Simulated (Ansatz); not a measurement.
Data:

```yaml
crystal:
  lattice:
    - [0.00000, 3.24845, 3.33759]
    - [3.24845, 0.00000, 3.33759]
    - [3.24845, 3.24845, 0.00000]
  atoms:
    - { symbol: Sn, position: [0.00000, 0.00000, 0.00000] }
    - { symbol: Sn, position: [0.25000, 0.25000, 0.25000] }
```

Computed with r2SCAN with spin-orbit coupling, rigid bands (plane waves, PAW; Ansatz, a quantum-chemistry and plane-wave program). Condition of this run: uniaxial stress along [001] of -0.8 GPa (compression positive) (the target of the relaxation). Cell: cell and atoms relaxed with PBEsol, then loaded as said.

Question: Is this a good metal at this level?

Answer: No. No gap is resolved, and few carriers conduct, as in a semimetal or a zero-gap semiconductor. N(E_F) = 0.068 states/eV a cell at 300 K and the Drude plasma energy along the best axis is 0.72 eV, several times under that of a simple or noble metal.
